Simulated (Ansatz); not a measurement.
A short convergence ladder for SbPb (Fm-3m, 2 atoms in the cell)

```yaml
crystal:
  lattice:
    - [0.00000, 3.15176, 3.15176]
    - [3.15176, 0.00000, 3.15176]
    - [3.15176, 3.15176, 0.00000]
  atoms:
    - { symbol: Sb, position: [0.50000, 0.50000, 0.50000] }
    - { symbol: Pb, position: [0.00000, 0.00000, 0.00000] }
```

Base method: LDA (PW92), default PAW files made with PBE (plane waves; Ansatz, a first-principles code).

Base settings: basis.ecutwfc = 420 eV; kpoints.mp_grid.grid = 9 9 9; hamiltonian.xc = lda; hamiltonian.pseudopotentials = {kind: paw} (the program's default PAW files); scf.occupations.method = gaussian; scf.occupations.width = 0.1 eV.

The count of work is k-points × plane waves × bands × iterations; it is no time. 

**The cutoff for other potential files**

Level: DFT, LDA (PW92), plane waves, harder PAW files (source: ansatz) made with PBE.

In this ladder: hamiltonian.pseudopotentials = {kind: paw, source: ansatz}.

The second cell is the first with its lattice scaled by 0.98.

The mesh stays at the base's, so the ladder's end is converged at best in this setting alone.

The first pressure column holds Ansatz's estimate of the finite-basis (Pulay) stress, which hides part of the cutoff error; the other is without it.

Only quantities that move along the ladder and can be compared are tabulated.

| basis.ecutwfc | free energy less the last step's (meV/atom) | energy of the compressed cell less the first (meV/atom) | pressure (GPa) | pressure without the Pulay estimate (GPa) | count of work / last |
|---|---|---|---|---|---|
| 260 eV | 12189.65 | -24.74 | -3.51 | -321.60 | 0.11 |
| 320 eV | 2050.24 | -15.92 | -2.61 | -70.40 | 0.16 |
| 405 eV | 136.47 | -10.06 | -2.29 | -8.68 | 0.20 |
| 495 eV | 4.52 | -9.56 | -2.26 | -2.57 | 0.26 |
| 580 eV | 0.48 | -9.49 | -2.25 | -2.26 | 0.36 |
| 695 eV | 0.28 | -9.49 | -2.25 | -2.26 | 0.47 |
| 870 eV | 0.10 | -9.49 | -2.25 | -2.25 | 0.66 |
| 1160 eV | 0.00 | -9.49 | -2.25 | -2.25 | 1.0 |

Coarsest basis.ecutwfc that holds the pressure within 1 GPa of the last step, with all finer ones: 320 eV, at 0.16 of the last step's count of work; the step before is off by 1.3 GPa.

Coarsest basis.ecutwfc that holds the free energy within 5 meV/atom of the last step, with all finer ones: 495 eV, at 0.26 of the last step's count of work; the step before is off by 140 meV/atom.

Coarsest basis.ecutwfc that holds the pressure without the Pulay estimate within 0.1 GPa of the last step, with all finer ones: 580 eV, at 0.36 of the last step's count of work; the step before is off by 0.32 GPa.

The energy difference between the two cells stays within 1 meV/atom of the last step's from 405 eV on, the total only from 580 eV on: much of the error is common to both cells and cancels.

At the lowest cutoff the pressure without the Pulay estimate lies 319 GPa under the last step's, the usual sign of Pulay stress in an incomplete plane-wave basis.

On the base run: the starting cell comes from a database of computed structures (which also holds hypothetical and non-ambient phases and stackings), without a prior relaxation at this level. Its lattice was rescaled by up to half a per cent.

Keys are those of Ansatz 0.2.
